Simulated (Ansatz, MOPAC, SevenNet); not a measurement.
# Rutile MgH2: properties by level of theory

Reference values: lattice constant a 4.517 Å (measured, temperature not stated, no zero-point or thermal correction; as tabulated in Ellinger et al., J. Am. Chem. Soc. 77, 2647 (1955) (COD 4124639)); lattice parameter c 3.021 Å (measured, temperature not stated, no zero-point or thermal correction; as tabulated in Ellinger et al., J. Am. Chem. Soc. 77, 2647 (1955) (COD 4124639)).

| level (code) | lattice parameter a (Å) | lattice parameter c (Å) |
|---|---|---|
| MNDO semi-empirical Hartree-Fock (MOPAC) | 4.587 | 3.206 |
| SevenNet-0 | 4.524 | [?] |
| HSE06 (Ansatz) | [?] | 2.998 |

Question: What belongs in the gaps?

Answer: 
- SevenNet-0, lattice parameter c (Å): 3.007
- HSE06 (Ansatz, a quantum-chemistry and plane-wave program), lattice parameter a (Å): 4.487

Differences from the reference values (errors of the level alone only where the reference is corrected to a static lattice):

```
level                                     lattice constant a (%)  lattice parameter c (%)
----------------------------------------  ----------------------  -----------------------
MNDO semi-empirical Hartree-Fock (MOPAC)                   +1.55                    +6.12
SevenNet-0                                                 +0.15                    -0.46
HSE06                                                      -0.66                    -0.76
```

Nearest: lattice constant a, not ranked (reference at room or unstated temperature); lattice parameter c, not ranked (reference at room or unstated temperature).

Machine-learned potentials (SevenNet-0) are trained on DFT data: a solid inside that data is no test of them.

Caveats: the method was fitted mainly to molecules (MNDO semi-empirical Hartree-Fock (MOPAC)); the run uses a supercell at the zone centre in place of a k mesh (MNDO semi-empirical Hartree-Fock (MOPAC)). Ansatz's density-functional and Hartree–Fock values are scalar-relativistic unless marked +SOC, with PAW data made under PBE.

Differences are worked out from the printed values.

Static lattice: no zero-point or thermal effects.
